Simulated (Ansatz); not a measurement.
## A computed series for hypothetical rock salt YSi: pressure series

The parent structure is YSi in the rock salt structure (space group Fm-3m, No. 225; a = 5.743 Å; a hypothetical phase, not in the database extracts checked).

Cell and atoms are relaxed at each pressure.

All numbers come from Ansatz (a program for electronic structure) PBEsol, no spin-orbit coupling, earlier PAW set.

```json
[
 {"P (GPa)": "-2.02", "V (Å³/atom)": "24.406"},
 {"P (GPa)": "-1.02", "V (Å³/atom)": "24.034"},
 {"P (GPa)": "0.89", "V (Å³/atom)": "23.395"},
 {"P (GPa)": "2.10", "V (Å³/atom)": "23.026"},
 {"P (GPa)": "4.51", "V (Å³/atom)": "22.369"},
 {"P (GPa)": "8.99", "V (Å³/atom)": "21.339"},
 {"P (GPa)": "15.00", "V (Å³/atom)": "20.233"},
 {"P (GPa)": "22.50", "V (Å³/atom)": "19.142"},
 {"P (GPa)": "30.00", "V (Å³/atom)": "18.254"}
]
```

A third-order Birch–Murnaghan fit to these points gives V₀ = 23.68 Å³/atom, B₀ = 71 GPa and B₀′ = 3.7. At pressure 30 GPa the volume is 77.1 % of V₀.

Load acts through the strain it causes; cell and atoms are relaxed under it. Whether these cells are dynamically stable was not tested. No other phases were tried under pressure. The final runs are not spin-polarised. An odd electron count without spin: YSi. YSi has a high density of states at the Fermi level and may be magnetic at this level.
